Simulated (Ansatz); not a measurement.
# BeSe: energy against strain

BeSe (zinc blende, F-43m, 16.865 Å³/atom at rest) under an equal strain ε in the (111) plane with the normal axis free, as in a coherent film. PBEsol in Ansatz, a plane-wave DFT program (PAW, default set), 420 eV, 11×11×11 Γ-centred mesh, Fermi-Dirac smearing 0.05 eV; ions are relaxed within the symmetry of each cell.

Here s stands for strain and y for E less E0.

| strain (%) | E less E0 (meV/atom) |
|---|---|
| -2.50 | ? |
| -1.25 | 3.20 |
| -0.83 | 1.40 |
| -0.42 | 0.35 |
| 0.00 | 0.00 |
| 0.42 | 0.35 |
| 0.83 | 1.35 |
| 1.25 | 3.04 |

Fit y of the 7 rows that show it with a parabola. Least squares gives y = -0.001 - 0.0497·s + 1.9977·s². Residuals (row less fit): 0.017, -0.016, -0.022, 0.001, 0.019, 0.016, -0.018; standard error 0.023 (degrees of freedom: 4). Twice the quadratic coefficient over the volume, 2 × 1.9977 meV × 10⁴ × 0.1602 / 16.865 Å³, is twice the biaxial elastic modulus of this plane = 380 ± 3 GPa.

Problem. Estimate the missing y (s = -2.50); what did the run itself give?

Solution. y = -0.001 - 0.0497 × (-2.50) + 1.9977 × (-2.50)² = 12.609 meV/atom. The calculation gives 13.18 meV/atom, 0.571 meV/atom above the prediction (4.3 % of the range of y in the table). The row lies outside the fitted rows, so this is an extrapolation. From the scatter of the fitted rows alone, a prediction at this place has a standard error of 0.087 meV/atom, so the miss is 6.6 times that.

One order more, fitted to all 13 runs of the series, follows each within 0.01, so the miss is the next term of a smooth law. Rows are the converged runs of the series near zero and its far end; series whose fitted rows scatter by over a few per cent of the range, as at a crossing or softening among them, aren't shown in this form. Most that stay on the fit to the last digits aren't either.
